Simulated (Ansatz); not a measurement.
Consider the following.

```
CELL_PARAMETERS angstrom
      4.69827     0.00000     0.00000
     -2.34914     4.06882     0.00000
      0.00000     0.00000     7.63428
ATOMIC_POSITIONS crystal
  Mg 0.33333 0.66667 0.99959
  Mg 0.66667 0.33333 0.49959
  Te 0.33333 0.66667 0.37641
  Te 0.66667 0.33333 0.87641
```

No spin polarisation.

Method: PBEsol in Ansatz (plane waves to 420 eV, PAW, no spin-orbit coupling). Settings: 8×8×5 k-points, 0.05 eV Fermi–Dirac smearing.

Task: Predict the pressure and band gap.

Result: The pressure (mean of the normal stresses, compression positive) is -26.7 kbar and the band gap is 2.01 eV.

Spin-orbit coupling, missing from the scalar runs, can matter with Te. The cells carry an imposed strain or load. No phonon test of stability was made. The cell was made from MgTe in the wurtzite structure (space group P6_3mc, No. 186) by this change: isotropic strain +3.00 %.

Ansatz is a first-principles code.
